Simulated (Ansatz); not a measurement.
A hypothetical phase is included: elements placed on a structure type, which no database files for this compound.

Tunnelling through a barrier is set by its complex band structure: the current falls as exp(−2κd) with the smallest κ.

```yaml
crystal:
  lattice:
    - [4.12441, 0.00001, 0.00000]
    - [2.06220, 3.57185, 0.00000]
    - [0.00000, 0.00000, 9.30786]
  atoms:
    - { symbol: In, position: [0.50223, 0.00000, 0.66667] }
    - { symbol: In, position: [0.49777, 0.50223, 0.00000] }
    - { symbol: In, position: [0.00000, 0.49777, 0.33333] }
    - { symbol: P, position: [0.50129, 0.00000, 0.16667] }
    - { symbol: P, position: [0.49871, 0.50129, 0.50000] }
    - { symbol: P, position: [0.00000, 0.49871, 0.83333] }
```

Space group of this cell: P3_121. The cell was relaxed by PBE-D3(BJ); by r2SCAN its mean pressure is 0.9 GPa.

Transport runs along the normal of the first two printed cell vectors, the (001) plane of the conventional cell.

The gap is the functional's own, uncorrected, and κ follows it; spin-orbit coupling is left out. Mid-gap means the computed energy nearest the middle.

Task: Predict the band gap and the smallest decay constant κ at mid-gap from r2SCAN run with Ansatz (a quantum-chemistry and plane-wave program).

Result: Gap 0.48 eV on a 12×12×4 mesh; κ = 0.034 1/Å, at the zone centre.
